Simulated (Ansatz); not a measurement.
# Response to strain in Ti3Al

Consider Ti₃Al (space group P6_3/mmc, No. 194; a = 5.747 Å, c = 4.632 Å). Axes: x lies along a and z along c of the hexagonal cell.

Strains are applied to the cell and any free atomic positions relax; under biaxial strain the out-of-plane vector relaxes too; under stress the whole cell relaxes.

The values are results of plane-wave PAW DFT at the r2SCAN level (Ansatz, a program for electronic structure, 500 eV), without spin-orbit coupling, earlier PAW set, not measurements.

Notes on the quantities. energy relative to the base: free energy F; pressure: mean of the normal stresses, compression positive.

```csv
change,energy relative to the base,pressure,volume per atom,space group
base,0 meV/atom,0.0 GPa,16.56 Å³,P6_3/mmc (No. 194)
"biaxial strain +0.48 %, plane normal [001], relaxed out of plane",+0.6 meV/atom,-0.8 GPa,16.68 Å³,P6_3/mmc (No. 194)
"biaxial strain +0.71 %, plane normal [001], relaxed out of plane",+1.3 meV/atom,-1.2 GPa,16.73 Å³,P6_3/mmc (No. 194)
"biaxial strain +2.13 %, plane normal [001], relaxed out of plane",+11 meV/atom,-3.3 GPa,17.07 Å³,P6_3/mmc (No. 194)
"biaxial strain +2.51 %, plane normal [001], relaxed out of plane",+15 meV/atom,-3.8 GPa,17.16 Å³,P6_3/mmc (No. 194)
"biaxial strain +3.09 %, plane normal [001], relaxed out of plane",+23 meV/atom,-4.5 GPa,17.29 Å³,P6_3/mmc (No. 194)
isotropic strain −2.87 %,+50 meV/atom,12.4 GPa,15.18 Å³,P6_3/mmc (No. 194)
uniaxial strain ε_yy = −4.87 %,+27 meV/atom,6.6 GPa,15.76 Å³,Cmcm (No. 63)
"uniaxial stress, 8 GPa compression along z",+16 meV/atom,–,16.26 Å³,P6_3/mmc (No. 194)
```

Beyond what the load breaks, stability against distortions was not tested. The final runs are not spin-polarised.
